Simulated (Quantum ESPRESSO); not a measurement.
**One base run on CoAl (P1, 2 atoms in the cell) and variants with one or two settings moved**

```yaml
crystal:
  lattice:
    - [2.86000, 0.00000, 0.00000]
    - [0.00000, 2.86000, 0.00000]
    - [0.00000, 0.00000, 2.86000]
  atoms:
    - { symbol: Al, position: [0.50197, 0.49448, 0.49414] }
    - { symbol: Co, position: [0.99803, 0.00552, 0.00586] }
```

Base run A: PBEsol, PSlibrary PAW (PBE) pseudopotentials (Quantum ESPRESSO), self-consistent single point.

Its settings: ecutwfc = 50 Ry; ecutrho = 300 Ry; occupations = smearing; smearing = cold; degauss = 0.019992 Ry; input_dft = pbesol; potentials = {Al: Al.pbe-n-kjpaw_psl.1.0.0.UPF, Co: Co.pbe-n-kjpaw_psl.1.0.0.UPF}; K_POINTS = automatic 12 12 12 0 0 0; conv_thr = 1e-11 Ry; mixing_beta = 0.4.

The starting cell has typed, rounded lattice constants, without a prior relaxation at this level. Its atoms were displaced at random from the sites of space group no. 221. Spin polarisation is off. In the base run, with a pressure of about -7 GPa the cell is away from its equilibrium volume at this level.

ΔF is the free energy per atom less that of run A. A dash stands where there is no value to compare (another energy zero or no entropy term, no result, no spin, no clean gap, or a mesh too coarse for one). Total energies depend on the potentials, the functional and any Hubbard or dispersion term, so they are compared only between runs that share all of them.

Run A gave: pressure (GPa) -7.13; largest force (eV/Å) 0.333; k-points 868; valence electrons 12.

Runs:
- B: input_dft: pbesol → blyp [BLYP]
- C: nosym: default → true
- D: K_POINTS: automatic 12 12 12 0 0 0 → automatic 9 9 9 0 0 0
- E: smearing: cold → mp; degauss: 0.019992 Ry → 0.0073499 Ry
- F: K_POINTS: automatic 12 12 12 0 0 0 → automatic 11 11 11 1 1 1
- G: ecutrho: 300 Ry → 400 Ry; input_dft: pbesol → default; pseudopotentials: {Al: Al.pbe-n-kjpaw_psl.1.0.0.UPF, Co: Co.pbe-n-kjpaw_psl.1.0.0.UPF} → {Al: al_pbesol_v1.uspp.F.UPF, Co: co_pbesol_v1.2.uspp.F.UPF}
- H: conv_thr: 1e-11 Ry → 1e-07 Ry
- I: mixing_beta: 0.4 → 0.8

Task: What does run D change against A?

Result: The free energy is nearly the same (within 1 meV/atom), the pressure goes from -7.13 to -7.25 GPa and the largest force stays at 0.333 eV/Å.

Task: What does run G change against A?

Result: The pressure goes from -7.13 to -7.30 GPa and the largest force moves little (0.333 to 0.326 eV/Å).

| run | ΔF (meV/atom) | pressure (GPa) | largest force (eV/Å) | k-points | valence electrons |
|---|---|---|---|---|---|
| A | 0.00 | -7.13 | 0.333 | 868 | 12 |
| B | – | 2.86 | 0.302 | 868 | 12 |
| C | 0.00 | -7.13 | 0.333 | 868 | 12 |
| D | -0.19 | -7.25 | 0.333 | 365 | 12 |
| E | 2.2 | -7.19 | 0.333 | 868 | 12 |
| F | 0.16 | -7.14 | 0.333 | 666 | 12 |
| G | – | -7.30 | 0.326 | 868 | 20 |
| H | 0.00 | -7.14 | 0.331 | 868 | 12 |
| I | 0.00 | -7.13 | 0.333 | 868 | 12 |
